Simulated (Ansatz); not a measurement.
**YN in the rock salt structure (space group Fm-3m, No. 225)**

Space group Fm-3m (No. 225); a = b = c = 4.8562 Å, α = β = γ = 90.00°

```
atom  site  symmetry       x       y       z
----  ----  --------  ------  ------  ------
N       4a      m-3m  0.0000  0.0000  0.0000
Y       4b      m-3m  0.5000  0.5000  0.5000
```
(The calculation used a cell of 2 atoms; values per cell refer to that cell.)

Method: Ansatz (a program for electronic structure) PBEsol, no SOC. Settings: 12×12×12 k-points, 0.05 eV Fermi–Dirac smearing.

Volume per atom: 14.31 Å³
Density: 5.97 g/cm³
Band gap: 0.08 eV, indirect, Γ → X
Hole mass (degenerate bands, along [100]): 0.16, 0.99, 0.99 mₑ
Lowest conduction-band minima above the VBM: X along ⟨100⟩ 0.08 eV
Total energy: -2088.621 eV/atom (σ→0; compares only within this code and set-up)

Masses are band curvatures over ±0.01 Å⁻¹ around the edge. Whether these cells are dynamically stable was not tested. The zero or small gap of YN can change with the level of theory.
